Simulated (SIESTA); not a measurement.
# Several settings converged on Ti₂O (P3m1, 3 atoms in the cell)

```xyz
3
Lattice="2.9452 0.0000 0.0000 -1.4726 2.5506 0.0000 0.0000 0.0000 4.8079" Properties=species:S:1:pos:R:3 pbc="T T T"
Ti     0.0000     1.7004     3.5600
Ti     1.4726     0.8502     1.2979
O      0.0000     0.0000     0.0000
```

Base method: SIESTA with LDA PW92, numerical atomic orbitals TZP, PseudoDojo LDA standard norm-conserving potentials (rewritten from UPF to PSML).

Base settings: XC.functional = LDA; XC.authors = PW92; potentials = PseudoDojo LDA standard; PAO.BasisSize = TZP; PAO.EnergyShift = 0.005 Ry; MeshCutoff = 350 Ry; kgrid.MonkhorstPack = 5 5 3; OccupationFunction = FD; ElectronicTemperature = 100 meV; MaxSCFIterations = 150.

Core times come from one kind of shared machine, to one figure; runs under 30 s give none.

**The cutoff of the real-space grid**

The mesh stays at the base's, so the ladder's end is converged at best in this setting alone.

Only quantities that move along the ladder and can be compared are tabulated.

```csv
MeshCutoff,pressure (GPa),largest difference of a force vector from the last step's (eV/Å),core time / last (rough)
122 Ry (122 Ry used),-8.82,0.021,–
140 Ry (155 Ry used),-8.94,0.003,0.1
158 Ry (170 Ry used),-9.04,0.009,0.2
193 Ry (245 Ry used),-9.10,0.007,0.2
245 Ry (275 Ry used),-9.18,0.006,0.3
315 Ry (349 Ry used),-9.12,0.003,0.3
350 Ry (382 Ry used),-9.14,0.002,0.2
420 Ry (430 Ry used),-9.14,0.002,0.3
840 Ry (968 Ry used),-9.10,0.000,1
```

Coarsest MeshCutoff that holds the forces within 0.005 eV/Å of the last step, with all finer ones: 315 Ry (349 Ry used), at about 0.3 of the last step's time; the step before is off by 0.006 eV/Å.

Coarsest MeshCutoff that holds the pressure within 0.1 GPa of the last step, with all finer ones: 158 Ry (170 Ry used), at about 0.2 of the last step's time; the step before is off by 0.16 GPa.

**The setting basis size**

Moved along: PAO.BasisSize.

The second cell is the first with its lattice scaled by 0.98.

The mesh stays at the base's, so the ladder's end is converged at best in this setting alone.

The sets are ordered by size and need not be nested.

Only quantities that move along the ladder and can be compared are tabulated.

```tsv
basis (functions)	energy of the compressed cell less the first (meV/atom)	pressure (GPa)	largest difference of a force vector from the last step's (eV/Å)
SZ (24)	-53.39	-18.01	0.503
SZP (35)	3.51	-5.53	0.028
DZ (40)	-22.20	-11.48	0.350
DZP (51)	-8.00	-8.01	0.139
TZP (67)	-13.97	-9.14	0.000
```

Coarsest basis (functions) that holds the forces within 0.02 eV/Å: not settled: the last two steps still differ by 0.14 eV/Å, over half the tolerance, so the ladder does not show it.

Coarsest basis (functions) that holds the energy of the compressed cell less the first within 2 meV/atom: not settled: the last two steps still differ by 6.0 meV/atom, over half the tolerance, so the ladder does not show it.

Coarsest basis (functions) that holds the pressure within 1 GPa: not settled: the last two steps still differ by 1.1 GPa, over half the tolerance, so the ladder does not show it.

On the base run: the starting cell comes from a database of computed structures (which also holds hypothetical and non-ambient phases and stackings), without a prior relaxation at this level. Its lattice was rescaled by up to half a per cent. One atom was moved a little off its site on purpose. Spin polarisation is off, so a magnetic state, if there is one, cannot be reached. Values carry the incompleteness of an atom-centred basis. In the base run, with a pressure of about -9 GPa the cell is away from its equilibrium volume at this level. Without a gap this mesh is coarse (it stands for a supercell whose shortest vector is 14 Å).

Left out of this page: 1 run of the series failed or unconverged.
